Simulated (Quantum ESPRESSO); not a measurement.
Troubleshooting Quantum ESPRESSO: a failed run on BaGe2Rh2 (I4/mmm, 5 atoms in the cell). The aim is a self-consistent single point with DFT, PBEsol, plane waves, PSlibrary ultrasoft (PBE) pseudopotentials.

Cell that was meant: a = 6.7181 Å, b = 6.7181 Å, c = 6.7181 Å, α = 144.36°, β = 144.36°, γ = 51.29°.

Part of the input:

```fortran
  calculation = 'scf'
  prefix = 'ba(gerh)2'
  outdir = './work'
  pseudo_dir = './pp'
  tprnfor = .true.
  tstress = .true.
/
```

Output, abridged:

```
 %%%%%%%%%%%%%%%%%%%%%%%%%%%%%%%%%%%%%%%%%%%%%%%%%%%%%%%%%%%%%%%%%%%%%%%%%%%%%%
     Error in routine readpp (1):
     file ./pp/Ba.pbe-spn-rrkjus_psl.1.0.0.UPF not found
 %%%%%%%%%%%%%%%%%%%%%%%%%%%%%%%%%%%%%%%%%%%%%%%%%%%%%%%%%%%%%%%%%%%%%%%%%%%%%%

     stopping ...
```

Problem. Read the log: what does the program object to, and what is the fix?

Solution. The fault is a wrong folder for the potentials. The files are not in the folder that the input names. To fix it, correct the folder. The program stopped before any SCF iteration.

An input that runs soundly differs in these lines (not the only fix; some lines may just follow from the change or write a value another way):
```diff
-  pseudo_dir = './pp'
+  pseudo_dir = './'
```

With that input, the run converged in 16 iterations: free energy E − TS -7330.0754 eV; Fermi level (on the code's own zero) 12.62 eV; pressure 4.89 GPa; largest force (vector length) 1.015 eV/Å (DFT, PBEsol, plane waves, PSlibrary ultrasoft (PBE) pseudopotentials).

On the sound input: the starting cell comes from a database of computed structures (which also holds hypothetical and non-ambient phases and stackings), without a prior relaxation at this level. Its lattice was rescaled by a random factor within 2.5 % of one. Spin polarisation is off. With a pressure of about 5 GPa the cell is away from its equilibrium volume at this level. Forces in this geometry exceed 1 eV/Å.
